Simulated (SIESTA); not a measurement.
SIESTA 5.4.2, DFT, PBE, numerical atomic orbitals DZP, PseudoDojo PBE standard norm-conserving (rewritten from UPF to PSML): fluorite CoSi2, atoms displaced (Co4Si8), 12 atoms. Basis and mesh were picked for this test and aren't claimed converged.

```
Quantity                                               Result
----------------------------  -------------------------------
cell                          7.59, 7.59, 3.79 Å; 60, 60, 60°
distance to the nearest atom                   2.23 to 2.30 Å
task                                                      scf
k mesh                                                  6×6×6
PAO.BasisSize                                             DZP
PAO.EnergyShift                                       0.01 Ry
MeshCutoff                                             300 Ry
ElectronicTemperature                                  1000 K
MaxSCFIterations                                          200
SCF.Mixer.Method                                        Pulay
SCF.Mixer.Weight                                          0.1
SCF.Mixer.History                                           6
SCF.DM.Tolerance                                       0.0001
Diag.ParallelOverK                                       true
SolutionMethod                               diagon (default)
Diag.Algorithm                   Divide-and-Conquer (default)
SCF.Mix                                 Hamiltonian (default)
SCF.H.Tolerance                            0.001 eV (default)
SCF.Mixer.Variant                            stable (default)
k-points                                                  132
basis orbitals                                            180
electrons                                                 100
real-space mesh                                      72×72×36
```

Hardware: Intel Xeon 6 (Granite Rapids), 96 cores on 1 socket, 2 hardware threads a core, 3 L3 cache groups, 3 NUMA nodes.

Times are wall-clock medians of two to five runs, from launch to exit, with nothing else on the machine. Processes are pinned to neighbouring cores unless said otherwise. The build: conda-forge: Open MPI, OpenBLAS, ScaLAPACK, ELSI, no OpenMP; another build can shift the numbers. Scratch files lie in a memory file system.

First run (24 ranks):

```
             Section          Calls    Walltime       %
 global_section                   1       8.208  100.00
  siesta                          1       8.208  100.00
   Setup                          1       0.172    2.10
    bands                         1       0.000    0.00
    KSV_init                      1       0.000    0.00
   IterGeom                       1       7.976   97.18
    geom_init                     1       1.058   12.89
     state_init                   1       0.580    7.06
      hsparse                     1       0.005    0.06
      overlap                     1       0.002    0.03
     Setup_H0                     1       0.381    4.64
      naefs                       1       0.000    0.00
      dnaefs                      1       0.000    0.00
      two-body                    1       0.000    0.00
       MolMec                     1       0.000    0.00
      kinefsm                     1       0.002    0.02
      nlefsm                      1       0.084    1.02
      DHSCF_Init                  1       0.295    3.59
       DHSCF1                     1       0.032    0.39
        InitMesh                  1       0.032    0.39
       DHSCF2                     1       0.262    3.20
        REMESH                    1       0.071    0.87
        REORD                     2       0.000    0.00
        PHION                     1       0.140    1.71
        dscfComm                  1       0.000    0.00
        COMM_BSC                  1       0.000    0.00
        POISON                    1       0.001    0.01
     setup_H                      1       0.097    1.18
      DHSCF                       1       0.097    1.18
       DHSCF3                     1       0.097    1.18
        rhoofd                    1       0.052    0.63
        COMM_BSC                  2       0.002    0.02
        POISON                    1       0.001    0.01
        XC                        1       0.006    0.08
        vmat                      1       0.035    0.43
    IterSCF                      16       6.514   79.36
     compute_dm                  16       4.999   60.91
      diagon                     16       4.997   60.88
       cdiag                    192       0.943   11.49
        cdiag1                  192       0.050    0.61
        cdiag2                  192       0.165    2.01
        cdiag3                  192       0.698    8.51
        cdiag4                   96       0.020    0.24
     setup_H                     16       1.472   17.93
      DHSCF                      16       1.470   17.91
       DHSCF3                    16       1.470   17.91
        rhoofd                   16       0.775    9.45
        COMM_BSC                 32       0.013    0.15
        POISON                   16       0.022    0.27
        XC                       16       0.098    1.20
        vmat                     16       0.553    6.74
     MIXER                       15       0.007    0.09
    PostSCF                       1       0.404    4.92
     FINAL_HF                     1       0.404    4.92
      naefs                       1       0.000    0.00
      kinefsm                     1       0.003    0.03
      nlefsm                      1       0.095    1.16
      DHSCF                       1       0.275    3.35
       DHSCF3                     1       0.091    1.11
        rhoofd                    1       0.047    0.58
        COMM_BSC                  2       0.000    0.00
        POISON                    1       0.002    0.03
        XC                        1       0.006    0.07
        vmat                      1       0.034    0.42
       DHSCF4                     1       0.184    2.24
        REORD                    10       0.000    0.00
        COMM_BSC                  2       0.000    0.00
        dfscf                     1       0.156    1.90
      overfsm                     1       0.003    0.03
      MolMec                      1       0.000    0.00
      writeHSX                    1       0.003    0.03
    state_analysis                1       0.000    0.00
    siesta_move                   1       0.000    0.00
   Analysis                       1       0.010    0.12
    optical                       1       0.000    0.00
```

Second run:

```
             Section          Calls    Walltime       %
 global_section                   1      25.103  100.00
  siesta                          1      25.103  100.00
   Setup                          1       0.169    0.67
    bands                         1       0.000    0.00
    KSV_init                      1       0.000    0.00
   IterGeom                       1      24.888   99.14
    geom_init                     1       2.067    8.23
     state_init                   1       0.661    2.63
      hsparse                     1       0.010    0.04
      overlap                     1       0.006    0.02
     Setup_H0                     1       0.937    3.73
      naefs                       1       0.000    0.00
      dnaefs                      1       0.000    0.00
      two-body                    1       0.000    0.00
       MolMec                     1       0.000    0.00
      kinefsm                     1       0.006    0.02
      nlefsm                      1       0.090    0.36
      DHSCF_Init                  1       0.840    3.35
       DHSCF1                     1       0.034    0.14
        InitMesh                  1       0.034    0.14
       DHSCF2                     1       0.806    3.21
        REMESH                    1       0.231    0.92
        REORD                     2       0.000    0.00
        PHION                     1       0.477    1.90
        dscfComm                  1       0.000    0.00
        COMM_BSC                  1       0.000    0.00
        POISON                    1       0.003    0.01
     setup_H                      1       0.469    1.87
      DHSCF                       1       0.468    1.87
       DHSCF3                     1       0.468    1.87
        rhoofd                    1       0.248    0.99
        COMM_BSC                  2       0.000    0.00
        POISON                    1       0.003    0.01
        XC                        1       0.034    0.14
        vmat                      1       0.182    0.73
    IterSCF                      16      21.136   84.20
     compute_dm                  16      13.590   54.14
      diagon                     16      13.585   54.12
       cdiag                   1056       4.601   18.33
        cdiag1                 1056       0.307    1.22
        cdiag2                 1056       0.532    2.12
        cdiag3                 1056       3.697   14.73
        cdiag4                  528       0.030    0.12
     setup_H                     16       7.480   29.80
      DHSCF                      16       7.473   29.77
       DHSCF3                    16       7.473   29.77
        rhoofd                   16       3.947   15.72
        COMM_BSC                 32       0.016    0.06
        POISON                   16       0.045    0.18
        XC                       16       0.545    2.17
        vmat                     16       2.906   11.58
     MIXER                       15       0.024    0.09
    PostSCF                       1       1.684    6.71
     FINAL_HF                     1       1.684    6.71
      naefs                       1       0.000    0.00
      kinefsm                     1       0.007    0.03
      nlefsm                      1       0.112    0.45
      DHSCF                       1       1.452    5.78
       DHSCF3                     1       0.466    1.86
        rhoofd                    1       0.245    0.98
        COMM_BSC                  2       0.001    0.00
        POISON                    1       0.004    0.02
        XC                        1       0.034    0.14
        vmat                      1       0.181    0.72
       DHSCF4                     1       0.985    3.92
        REORD                    10       0.000    0.00
        COMM_BSC                  2       0.000    0.00
        dfscf                     1       0.910    3.63
      overfsm                     1       0.007    0.03
      MolMec                      1       0.000    0.00
      writeHSX                    1       0.002    0.01
    state_analysis                1       0.000    0.00
    siesta_move                   1       0.000    0.00
   Analysis                       1       0.010    0.04
    optical                       1       0.000    0.00
```

**Question.** Both blocks come from the same system on the same machine. Which change was made from the first run to the second?
(A) 2 ranks × 12 threads
(B) 4 ranks × 6 threads
(C) 6 ranks × 4 threads
(D) 3 ranks × 8 threads

**Answer.** B, 4 ranks × 6 threads. The largest move is in solving for the density matrix (compute_dm): 5.0 s to 14 s. What the program resolved moves too: BlockSize from 7 to 46, ProcessorY from 6 to 4. The other changes gave 50 s (2 ranks × 12 threads), 35 s (3 ranks × 8 threads), 19 s (6 ranks × 4 threads), against 26 s here and 8.9 s at first.
